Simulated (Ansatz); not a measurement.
# MgTe, response to strain

Base system: MgTe in the wurtzite structure (space group P6_3mc, No. 186).

```yaml
crystal:
  lattice:
    - [4.50890, 0.00000, 0.00000]
    - [-2.25445, 3.90482, 0.00000]
    - [0.00000, 0.00000, 7.33770]
  atoms:
    - { symbol: Mg, position: [0.33333, 0.66667, 0.99977] }
    - { symbol: Mg, position: [0.66667, 0.33333, 0.49977] }
    - { symbol: Te, position: [0.33333, 0.66667, 0.37623] }
    - { symbol: Te, position: [0.66667, 0.33333, 0.87623] }
```

Cartesian axes are those of the cell as printed.

Strains are applied to the cell and any free atomic positions relax.

Level of theory: LDA in Ansatz (plane waves to 420 eV, PAW, no spin-orbit coupling).

Notes on the quantities. band gap: an upper bound: an edge found on the path is not a true extremum; the base alone; pressure: mean of the normal stresses, compression positive; energy relative to the base: free energy F.

| change | volume per atom | band gap | pressure | energy relative to the base |
|---|---|---|---|---|
| base | 32.30 Å³ | 2.43 eV | 0.00 GPa | 0 meV/atom |
| uniaxial strain ε_zz = +0.60 % | 32.49 Å³ | 2.39 eV | -0.23 GPa | +0.2 meV/atom |
| uniaxial strain ε_zz = +1.20 % | 32.69 Å³ | 2.35 eV | -0.45 GPa | +0.9 meV/atom |
| uniaxial strain ε_zz = +1.80 % | 32.88 Å³ | 2.30 eV | -0.67 GPa | +1.9 meV/atom |
| uniaxial strain ε_zz = +2.40 % | 33.07 Å³ | 2.26 eV | -0.88 GPa | +3.4 meV/atom |
| uniaxial strain ε_zz = +3.00 % | 33.27 Å³ | 2.21 eV | … | … |

Task: Some entries are withheld; estimate them.

Result: 
- uniaxial strain ε_zz = +3.00 %, pressure: -1.09 GPa
- uniaxial strain ε_zz = +3.00 %, energy relative to the base: +5.4 meV/atom

With Te present, leaving out spin-orbit coupling can change the band edges. No phonon test of stability was made.

Ansatz is a quantum-chemistry and plane-wave program.
